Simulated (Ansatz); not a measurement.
# What uniaxial stress, 0.5 GPa compression along z does to Sn

Base system: Sn (space group I4_1/amd, No. 141; a = 5.949 Å, c = 3.214 Å; relaxed with 0.1 eV smearing). Axes: x, y, z lie along a, b, c of the conventional cell.

Modification: uniaxial stress, 0.5 GPa compression along z; all other stress components relax to zero.

Method: PBE (Ansatz, a first-principles code), no SOC. Γ-centred 20×20×20 mesh, Fermi–Dirac width 0.1 eV.

The volume per atom drops by 0.10 Å³ to 28.34 Å³ and the space group stays I4_1/amd (No. 141). The shortest interatomic distance increases by 0.0035 Å to 3.085 Å and the energy is nearly the same. The band gap is still zero and the strain response (xx, yy, zz) amounts to (+0.17, +0.17, −0.69) %.

Final structure:

```yaml
crystal:
  lattice:
    - [-2.97981, 2.97981, 1.59583]
    - [2.97981, -2.97981, 1.59583]
    - [2.97981, 2.97981, -1.59583]
  atoms:
    - { symbol: Sn, position: [0.75000, 0.25000, 0.50000] }
    - { symbol: Sn, position: [0.00000, 0.00000, 0.00000] }
```

Beyond what the load breaks, stability against distortions was not tested.
